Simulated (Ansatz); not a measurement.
Terminations of the (0001) surface of hcp Ru, measured from the surface 'clean 1x1'. Atoms come from or go to: Cr: bcc Cr, antiferromagnetic, In: tetragonal indium, Ir: fcc Ir, Mn: fcc-type Mn, layered antiferromagnet, Os: hcp Os, Re: hcp Re, Ru: hcp Ru, Sc: hcp Sc, V: bcc V. ΔE is the energy of forming the row's surface from that one (negative: more stable at these reservoirs); the vacuum level's shift is aligned on the shared bottom. No zero-point or thermal terms. These are constructed structures in small cells; real faces may alloy, dewet or reconstruct in larger ones, and not all known structures of the face are among them. Slabs of about 11 Å, Fermi-Dirac smearing of 0.1 eV. Bottom of the slabs: a bare face, its two planes held. Relaxed from the named starts with such symmetry as they have, on meshes of like density; energies extrapolated to zero smearing; spin only where a row says so; no spin-orbit coupling, no U. Brackets mark spin-polarised runs, whose order is one that fits the cell. A dash marks a value that is undefined for that row (no clear gap, or no work function of a gapped slab) or was not read reliably on its mesh.

Computed with PBE (plane waves to 420 eV, PAW; Ansatz, a first-principles code).

```json
[
 {"surface": "a layer of Os in place of the second plane", "atoms added per 1x1": "+1 Os, -1 Ru", "ΔE per 1x1 (eV)": "(withheld)", "shift of the vacuum level (eV)": "-0.08", "work function (eV)": "4.89"},
 {"surface": "a pseudomorphic layer of Re in the other hollow", "atoms added per 1x1": "+1 Re", "ΔE per 1x1 (eV)": "(withheld)", "shift of the vacuum level (eV)": "0.28", "work function (eV)": "5.26"},
 {"surface": "a layer of Sc in place of the second plane", "atoms added per 1x1": "-1 Ru, +1 Sc", "ΔE per 1x1 (eV)": "(withheld)", "shift of the vacuum level (eV)": "-0.01", "work function (eV)": "4.97"},
 {"surface": "a layer of Cr in place of the second plane [spin start, no net moment]", "atoms added per 1x1": "+1 Cr, -1 Ru", "ΔE per 1x1 (eV)": "-0.08", "shift of the vacuum level (eV)": "-0.40", "work function (eV)": "4.56"},
 {"surface": "a pseudomorphic layer of Ir in the other hollow", "atoms added per 1x1": "+1 Ir", "ΔE per 1x1 (eV)": "-0.21", "shift of the vacuum level (eV)": "0.34", "work function (eV)": "5.31"},
 {"surface": "a layer of Ir in place of the third plane", "atoms added per 1x1": "+1 Ir, -1 Ru", "ΔE per 1x1 (eV)": "-0.10", "shift of the vacuum level (eV)": "0.01", "work function (eV)": "5.01"},
 {"surface": "a pseudomorphic layer of Cr in the host's stacking [spin start, no net moment]", "atoms added per 1x1": "+1 Cr", "ΔE per 1x1 (eV)": "0.50", "shift of the vacuum level (eV)": "-0.31", "work function (eV)": "4.65"},
 {"surface": "a pseudomorphic layer of In in the host's stacking", "atoms added per 1x1": "+1 In", "ΔE per 1x1 (eV)": "0.13", "shift of the vacuum level (eV)": "-1.33", "work function (eV)": "3.67"},
 {"surface": "a pseudomorphic layer of V in the other hollow [spin, 0.9 μB a cell]", "atoms added per 1x1": "+1 V", "ΔE per 1x1 (eV)": "0.21", "shift of the vacuum level (eV)": "-0.44", "work function (eV)": "4.53"},
 {"surface": "a layer of Re in place of the second plane", "atoms added per 1x1": "+1 Re, -1 Ru", "ΔE per 1x1 (eV)": "-0.40", "shift of the vacuum level (eV)": "-0.41", "work function (eV)": "4.55"},
 {"surface": "a pseudomorphic layer of Ir in the host's stacking", "atoms added per 1x1": "+1 Ir", "ΔE per 1x1 (eV)": "(withheld)", "shift of the vacuum level (eV)": "0.44", "work function (eV)": "5.42"},
 {"surface": "a pseudomorphic layer of Mn in the host's stacking [spin, 3.4 μB a cell]", "atoms added per 1x1": "+1 Mn", "ΔE per 1x1 (eV)": "0.19", "shift of the vacuum level (eV)": "-0.64", "work function (eV)": "4.35"}
]
```

Q: What belongs in the gaps?

A: 
- a layer of Os in place of the second plane, ΔE per 1x1 (eV): -0.05
- a pseudomorphic layer of Re in the other hollow, ΔE per 1x1 (eV): 0.17
- a layer of Sc in place of the second plane, ΔE per 1x1 (eV): 0.32
- a pseudomorphic layer of Ir in the host's stacking, ΔE per 1x1 (eV): -0.30
